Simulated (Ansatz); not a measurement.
# KTaO3: point defects

Base system: a 20-atom supercell of KTaO₃ in the cubic perovskite structure (space group Pm-3m, No. 221) at its relaxed geometry.

```xyz
20
Lattice="3.9842 -3.9842 -3.9842 -3.9842 3.9842 -3.9842 3.9842 3.9842 3.9842" Properties=species:S:1:pos:R:3 pbc="T T T"
K      0.0000     0.0000    -3.9842
K      0.0000     0.0000     0.0000
K      0.0000     3.9842     0.0000
K      3.9842     0.0000     0.0000
Ta     1.9921     1.9921    -1.9921
Ta     1.9921     1.9921     1.9921
Ta    -1.9921     1.9921    -1.9921
Ta     1.9921    -1.9921    -1.9921
O      0.0000     1.9921    -1.9921
O      3.9842    -1.9921    -1.9921
O      3.9842     1.9921    -1.9921
O      3.9842     1.9921     1.9921
O      1.9921     1.9921    -3.9842
O      1.9921     1.9921     0.0000
O     -1.9921     1.9921    -3.9842
O      1.9921    -1.9921    -3.9842
O      1.9921     0.0000    -1.9921
O     -1.9921     3.9842    -1.9921
O      1.9921     3.9842     1.9921
O      1.9921     3.9842    -1.9921
```

One neutral defect a cell, atoms relaxed at fixed cell.

Computed with Kohn–Sham DFT with the PBEsol functional, run in Ansatz (a program for electronic structure) with PAW and 420 eV plane waves, no spin-orbit coupling, earlier PAW set.

| variant | pressure | largest displacement of a host atom from its site in the perfect cell | total moment of the cell |
|---|---|---|---|
| perfect supercell | 0.0 GPa | – | – |
| O vacancy | -0.2 GPa | 0.05 Å | 0.1 μB |
| O on a Ta site (antisite), symmetric start | 1.0 GPa | 0.07 Å | 2.4 μB |
| K on a Ta site (antisite), symmetric start | 16.5 GPa | 0.15 Å | 4.0 μB |

The magnetic state is the one reached from the starting moments; the real material's order can differ, and small cells can't hold many antiferromagnetic ones. The cell is small, so the values are those of an ordered compound at a high defect concentration; dilute-limit values will differ. A case with no gap was solved on a k-mesh chosen for an insulator, which is coarse for it. Defects with a symmetric start kept the site's symmetry and may sit on a saddle; the others started slightly shaken. Seeded moments were not kept for O vacancy. No Hubbard U is applied, and correlation can decide whether such a compound is a metal.
